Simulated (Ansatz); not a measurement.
## PbSe: energy against strain

PbSe (rock salt, Fm-3m, 29.475 Å³/atom at rest) under an equal strain ε in the (001) plane with the normal axis free, as in a coherent film. r2SCAN in Ansatz, a plane-wave DFT program (PAW, default set), 500 eV, 9×9×9 Γ-centred mesh, Fermi-Dirac smearing 0.05 eV; ions are relaxed within the symmetry of each cell.

Here s stands for strain and y for E less E0.

```
strain (%)  E less E0 (meV/atom)
----------  --------------------
-1.50                       6.03
-1.00                       2.62
-0.50                       0.64
0.00                        0.00
0.50                        0.64
1.00                        2.47
1.50                        5.43
3.00                           ?
```

**Question.** Using a parabola, estimate the missing y at s = 3.00 from the other rows, showing the fit.

**Answer.** Least squares gives y = 0.001 - 0.1500·s + 2.5457·s². Residuals (row less fit): 0.076, -0.077, -0.072, -0.001, 0.078, 0.073, -0.074; standard error 0.092 (degrees of freedom: 4). Twice the quadratic coefficient over the volume, 2 × 2.5457 meV × 10⁴ × 0.1602 / 29.475 Å³, is twice the biaxial elastic modulus of this plane = 277 ± 4 GPa. At the withheld row, y = 0.001 - 0.1500 × 3.0 + 2.5457 × 3.0² = 22.462 meV/atom. The calculation gives 20.40 meV/atom, 2.062 meV/atom below the prediction (10.1 % of the range of y in the table). The row lies outside the fitted rows, so this is an extrapolation. From the scatter of the fitted rows alone, a prediction at this place has a standard error of 0.351 meV/atom, so the miss is 5.9 times that.

One order more, fitted to all 13 runs of the series, follows each within 0.02, so the miss is the next term of a smooth law. Rows are the converged runs of the series near zero and its far end; series whose fitted rows scatter by over a few per cent of the range, as at a crossing or softening among them, aren't shown in this form. Most that stay on the fit to the last digits aren't either.
